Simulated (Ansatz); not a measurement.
## CdSe under a change: uniaxial strain ε_zz = −0.25 %

Start from CdSe in the wurtzite structure (space group P6_3mc, No. 186; a = 4.383 Å, c = 7.154 Å). Axes: x lies along a and z along c of the hexagonal cell.

Now apply this change: uniaxial strain ε_zz = −0.25 %, all other strain components held at zero; the atoms relax in the strained cell.

Level of theory: PBE in Ansatz (plane waves to 420 eV, PAW, without spin-orbit coupling). Settings: 9×9×5 k-points, 0.05 eV Fermi–Dirac smearing.

Shortest interatomic distance: 2.680 Å (base 2.682 Å)
Energy relative to the base (free energy F): 0.0 meV/atom
Pressure (mean of the normal stresses, compression positive): 0.12 GPa (base 0.00 GPa)
Band gap: 0.55 eV (base 0.54 eV)
Gap character: direct at Γ (base direct at Γ)
Width of the top valence band: 1.56 eV (base 1.56 eV)
Valence-band top at Γ (three highest levels, from the VBM): 0.00, 0.00, -0.03 eV (base 0.00, 0.00, -0.04 eV)
Stress (xx, yy, zz, yz, xz, xy; compression positive): (0.08, 0.08, 0.19, 0.00, 0.00, 0.00) GPa

Final structure:

```yaml
crystal:
  lattice:
    - [4.38272, 0.00000, 0.00000]
    - [-2.19136, 3.79554, 0.00000]
    - [0.00000, 0.00000, 7.13659]
  atoms:
    - { symbol: Cd, position: [0.66667, 0.33333, 0.00073] }
    - { symbol: Cd, position: [0.33333, 0.66667, 0.50073] }
    - { symbol: Se, position: [0.66667, 0.33333, 0.62447] }
    - { symbol: Se, position: [0.33333, 0.66667, 0.12447] }
```

No phonon test of stability was made.

Ansatz is a program for electronic structure.
